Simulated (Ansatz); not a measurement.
rock-salt MgO (1 1 0) on 3C silicon carbide (1 1 0) (film strained to the substrate, faces as cut)

A periodic stack without vacuum, rock-salt MgO (1 1 0) on 3C silicon carbide (1 1 0) (film strained to the substrate, faces as cut): substrate slab C10Si10, film Mg8O8, surface cells [[0, -1], [1, -1]] and [[0, -1], [1, -1]], film strained by +3.0 and +3.0 %, faces CSi/CSi and MgO/MgO as cut (like faces can put a slab off its formula).

The start was prepared with a machine-learned potential, and the result is one local minimum, with the in-plane cell held and forces under 0.04 eV/Å; the film can end far from its bulk form.

Method: PBE (plane waves to 420 eV, PAW; Ansatz, a program for electronic structure). Scalar-relativistic, without spin–orbit coupling; PBE gaps are too small against experiment. Its k-point mesh 9×5×1, Fermi–Dirac width 0.05 eV.

The interface area is 13.6 Å², the period is 27.49 Å and the gaps between the outermost planes at the two interfaces is 1.60 and 1.60 Å. The C–Mg contacts across the interfaces within 1.22 times the sum of covalent radii is 4, mean 2.38 Å. The O–Si contacts across the interfaces within 1.22 times the sum of covalent radii is 2, mean 1.77 Å and the Mg–Si contacts across the interfaces within 1.22 times the sum of covalent radii is 2, mean 2.48 Å. The spin-polarised check at this geometry comes out as falls back to no moment.

```yaml
crystal:
  lattice:
    - [3.09668, -0.00001, 0.08373]
    - [3.09674, 4.38000, 0.08383]
    - [-0.75437, -0.00016, 27.48085]
  atoms:
    - { symbol: C, position: [0.07440, 0.24144, 0.02783] }
    - { symbol: C, position: [0.06675, 0.74919, 0.08303] }
    - { symbol: C, position: [0.07127, 0.24480, 0.14010] }
    - { symbol: C, position: [0.07043, 0.74577, 0.19598] }
    - { symbol: C, position: [0.07088, 0.24544, 0.25262] }
    - { symbol: C, position: [0.07100, 0.74544, 0.30867] }
    - { symbol: C, position: [0.07077, 0.24577, 0.36531] }
    - { symbol: C, position: [0.07182, 0.74480, 0.42119] }
    - { symbol: C, position: [0.06750, 0.24919, 0.47826] }
    - { symbol: C, position: [0.07535, 0.74143, 0.53346] }
    - { symbol: Si, position: [0.31829, 0.99765, 0.08313] }
    - { symbol: Si, position: [0.33344, 0.48242, 0.03005] }
    - { symbol: Si, position: [0.32035, 0.99584, 0.19624] }
    - { symbol: Si, position: [0.32176, 0.49431, 0.13983] }
    - { symbol: Si, position: [0.32106, 0.99537, 0.30889] }
    - { symbol: Si, position: [0.32095, 0.49537, 0.25240] }
    - { symbol: Si, position: [0.32231, 0.99431, 0.42146] }
    - { symbol: Si, position: [0.32069, 0.49584, 0.36506] }
    - { symbol: Si, position: [0.33438, 0.98240, 0.53124] }
    - { symbol: Si, position: [0.31904, 0.49765, 0.47816] }
    - { symbol: Mg, position: [0.73051, 0.08599, 0.64403] }
    - { symbol: Mg, position: [0.74546, 0.57084, 0.59335] }
    - { symbol: Mg, position: [0.72640, 0.08977, 0.75308] }
    - { symbol: Mg, position: [0.72675, 0.58958, 0.70017] }
    - { symbol: Mg, position: [0.72634, 0.08958, 0.86113] }
    - { symbol: Mg, position: [0.72623, 0.58980, 0.80821] }
    - { symbol: Mg, position: [0.74502, 0.07082, 0.96795] }
    - { symbol: Mg, position: [0.72974, 0.58604, 0.91727] }
    - { symbol: O, position: [0.19958, 0.11711, 0.59184] }
    - { symbol: O, position: [0.22470, 0.59172, 0.64660] }
    - { symbol: O, position: [0.22661, 0.08971, 0.69870] }
    - { symbol: O, position: [0.22645, 0.58969, 0.75408] }
    - { symbol: O, position: [0.22634, 0.08968, 0.80722] }
    - { symbol: O, position: [0.22621, 0.58971, 0.86260] }
    - { symbol: O, position: [0.22418, 0.09172, 0.91469] }
    - { symbol: O, position: [0.19866, 0.61714, 0.96946] }
```
